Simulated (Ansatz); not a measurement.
Cost and result by functional for the surface energy of the (111) surface of fcc Pd in its 1x1 cell, outermost plane spacing 2.28 Å in the ideal cut, in Ansatz (plane waves, PAW). Single points on the PBE structure, on one kind of machine; costs are rough ratios of the slab run's core time (references not counted) to the cheapest single point. r2SCAN's cost holds its higher cutoff (500 against 420 eV). Differences are taken against r2SCAN for comparison alone: no measured value is at hand, so the table doesn't rank accuracy.

Set-up: 6 atoms, 11.4 Å thick at the start; mesh 15x15x1; 0.1 eV smearing; dipole correction on; all atoms relaxed; start symmetry kept, larger cells not searched; no spin, no spin-orbit, no U. These notes are the PBE run's.

```tsv
functional	relative cost	surface energy (J/m²)	less r2SCAN (J/m²)
RPBE	1	1.12	-0.47
LDA	1	1.95	0.36
PBEsol	1	1.74	0.16
r2SCAN	4	1.59	0.00
PBE (the relaxed run's value)	–	1.37	-0.21
```

The values span 0.83 J/m², while the single points' costs differ by a factor of roughly 4. Differences are of unrounded values.

Ansatz is a first-principles code.
